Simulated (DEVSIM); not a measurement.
System: abrupt Ge n-p junction, at 300 K.

```tsv
layer (left to right)	material	thickness (μm)	Nd (cm⁻³)	Na (cm⁻³)	τn (s)	τp (s)
1	Ge	0.140	8.9e17	-	5e-6	5e-6
2	Ge	190	-	4.6e14	5e-6	5e-6
```

Left contact: ohmic. Right contact: ohmic. Voltage is applied to the left contact. Recombination: SRH at mid-gap, radiative, Auger. Mobility is μmin + (μ − μmin)/(1 + (N/Nref)^α).

Constants are typed, rounded textbook-type inputs, not results; the design itself was drawn at random and stands for no fabricated device. Values at 300 K.

| parameter | Ge |
|---|---|
| gap (eV) | 0.664 |
| affinity (eV) | 4 |
| permittivity | 16 |
| Nc (cm⁻³) | 1.04e19 |
| Nv (cm⁻³) | 6e18 |
| μn (cm²/Vs) | 3900 |
| μp (cm²/Vs) | 1900 |
| μn,min | 150 |
| μp,min | 100 |
| Nref,n | 2.6e17 |
| Nref,p | 4e17 |
| αn | 0.56 |
| αp | 0.6 |
| B (cm³/s) | 6.4e-14 |
| Cn (cm⁶/s) | 1e-31 |
| Cp (cm⁶/s) | 1e-31 |

DEVSIM, 1D drift-diffusion, Boltzmann statistics, complete ionisation; no tunnelling, impact ionisation, image-force lowering or self-heating.

The doping Nd of layer 1 was swept, all else fixed.

| doping Nd of layer 1 (cm^-3) | dark forward voltage at 1 A/cm² (V) | largest field in the device at zero bias (V/cm) | potential step across the device at zero bias (V) |
|---|---|---|---|
| 2.7e16 | 0.214 | ___ | 0.265 |
| 8.9e16 | 0.212 | 14000 | 0.296 |
| 2.7e17 | 0.209 | 24000 | 0.325 |
| 8.9e17 | 0.206 | 44000 | 0.356 |
| 2.7e18 | 0.205 | 76000 | 0.384 |

Problem. Some entries are withheld; supply them.

Solution. 
- 2.7e16, largest field in the device at zero bias (V/cm): 8500
